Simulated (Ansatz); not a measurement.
Results of PBE-D3(BJ) (Ansatz, a quantum-chemistry and plane-wave program, PAW) for L1₂ (Cu3Au-type) Ni3Si.

Settings: plane-wave cutoff 500 eV, 12×12×12 k mesh, Fermi–Dirac smearing 0.05 eV, no spin polarisation, scalar-relativistic PAW data made under PBE.

Computed at the level's own relaxed cell.

### Question
Give the computed equilibrium volume per atom and lattice constant a.

### Answer

- equilibrium volume per atom: 10.40 Å³/atom
- lattice constant a: 3.466 Å

Measured, for comparison: equilibrium volume per atom 10.81 Å³/atom, lattice constant a 3.510 Å (temperature not stated, no zero-point or thermal correction; as tabulated in Metallic Nickel Silicides: Experiments and Theory for NiSi and First Principles …). Computed (rounded) less measured: equilibrium volume per atom -3.8 %, lattice constant a -1.3 %. A static lattice is as a rule a little smaller and stiffer than an uncorrected measurement, which narrows the difference in the lattice constant a and would widen misses of the other sign.

It cost around 40 core-seconds (rough) of CPU time.
